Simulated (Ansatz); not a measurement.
Base system: SnO in the litharge type structure (space group P4/nmm, No. 129; layered, stacked along the Cartesian z axis).

```
SnO
1.0
    3.77006     0.00000     0.00000
    0.00000     3.77006     0.00000
    0.00000     0.00000     4.55986
Sn O
2 2
Direct
  0.50000   0.00000   0.25348
  0.00000   0.50000   0.74652
  0.00000   0.00000   0.00000
  0.50000   0.50000   0.00000
```

Cartesian axes are those of the cell as printed.

The values are results of DFT with PBEsol-D3(BJ), PAW potentials and a 420 eV plane-wave cutoff in Ansatz (a program for electronic structure), without spin-orbit coupling, not measurements.

For the base:

The shortest interatomic distance comes out as 2.211 Å. The band gap is zero and the pressure is 0.0 GPa.

One thing is altered: compressive biaxial strain of 1.13 % in the plane normal to [001], as in epitaxy on a mismatched substrate; the out-of-plane cell vector and the atoms relax.

Estimate the effect on the shortest interatomic distance, band gap and pressure.

The shortest interatomic distance drops by 0.0096 Å, from 2.211 Å to 2.202 Å; the band gap stays zero; the pressure (mean of the normal stresses, compression positive) goes from zero to 1.3 GPa.

Without a gap, meshes like the base's 12×12×10 leave anisotropic stresses uncertain by several tenths of a GPa, and small strain energies with them. No phonon test of stability was made. The final runs are not spin-polarised. A zero or small gap of SnO can be the functional's error rather than a property of the material.
